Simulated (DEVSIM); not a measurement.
abrupt Ge n-p junction

System: abrupt Ge n-p junction, at 300 K.

```tsv
layer (left to right)	material	thickness (μm)	Nd (cm⁻³)	Na (cm⁻³)	τn (s)	τp (s)
1	Ge	2.60	4.9e17	-	5.7e-6	5.7e-6
2	Ge	30.0	-	4.9e15	5.7e-6	5.7e-6
```

Left contact: ohmic. Right contact: ohmic. Voltage is applied to the left contact. Recombination: SRH at mid-gap, radiative. Mobility is μmin + (μ − μmin)/(1 + (N/Nref)^α).

Constants are typed, rounded textbook-type inputs, not results; the design itself was drawn at random and stands for no fabricated device. Values at 300 K.

```tsv
parameter	Ge
gap (eV)	0.664
affinity (eV)	4
permittivity	16
Nc (cm⁻³)	1.04e19
Nv (cm⁻³)	6e18
μn (cm²/Vs)	3900
μp (cm²/Vs)	1900
μn,min	150
μp,min	100
Nref,n	2.6e17
Nref,p	4e17
αn	0.56
αp	0.6
B (cm³/s)	6.4e-14
```

Simulated with DEVSIM: 1D drift-diffusion, Boltzmann statistics, complete ionisation; no tunnelling, impact ionisation, image-force lowering or self-heating.

The potential step across the device at zero bias is 0.401 V and the largest field in the device at zero bias is 36000 V/cm. The dark forward voltage at 1 A/cm² is 0.200 V and the dark forward voltage at 100 A/cm² is 0.344 V.

Dark forward current:

```json
[
 {"V (V)": "-0.05", "J (A/cm²)": "-0.0027"},
 {"V (V)": "-0.10", "J (A/cm²)": "-0.021"},
 {"V (V)": "-0.15", "J (A/cm²)": "-0.15"},
 {"V (V)": "-0.20", "J (A/cm²)": "-1.0"},
 {"V (V)": "-0.25", "J (A/cm²)": "-6.4"},
 {"V (V)": "-0.30", "J (A/cm²)": "-32"},
 {"V (V)": "-0.35", "J (A/cm²)": "-120"},
 {"V (V)": "-0.40", "J (A/cm²)": "-320"},
 {"V (V)": "-0.45", "J (A/cm²)": "-700"},
 {"V (V)": "-0.50", "J (A/cm²)": "-1300"},
 {"V (V)": "-0.55", "J (A/cm²)": "-2100"}
]
```

Small-signal capacitance in reverse bias (quasi-static):

| V (V) | C (nF/cm²) |
|---|---|
| 0.2 | 32.9 |
| 0.5 | 25.9 |
| 1 | 20.3 |
| 1.5 | 17.3 |
| 2 | 15.3 |
| 3 | 12.8 |
| 4 | 11.3 |
| 5 | 10.1 |
| 6.5 | 8.97 |
